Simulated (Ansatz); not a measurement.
Where the default PAW files enter, the runs use the earlier of Ansatz's two default sets.

Inside the gap of an insulator the Bloch states are evanescent, with a wavenumber k + iκ along the transport direction.

Input:

```xyz
9
Lattice="5.0133 0.0000 0.0000 -2.5066 4.3416 0.0000 0.0000 0.0000 5.4313" Properties=species:S:1:pos:R:3 pbc="T T T"
Si     2.3508     0.0000     0.0000
Si    -1.1754     2.0358     1.8104
Si     1.3312     2.3058     3.6209
O      0.7956     3.7157     4.2630
O     -1.1090     3.1728     0.6421
O      0.3135     1.7948     2.4525
O      3.3022     0.6259     1.1683
O      1.3976     1.1689     4.7892
O      2.8201     2.5468     2.9788
```

Space group of this cell: P3_121. The cell is strained (lengths across the current scaled by 1.02, ions clamped); by r2SCAN its mean pressure is -7.3 GPa.

Transport runs along the normal of the first two printed cell vectors, the (001) (indices of the unstrained crystal) plane of the conventional cell.

No gap correction and no spin-orbit coupling; mid-gap values are interpolated between computed energies.

### Question
Predict the band gap and the smallest decay constant κ at mid-gap from r2SCAN (Ansatz, a program for electronic structure).

### Answer
Gap 6.30 eV on a 12×12×6 mesh; κ = 0.504 1/Å, at the zone centre.
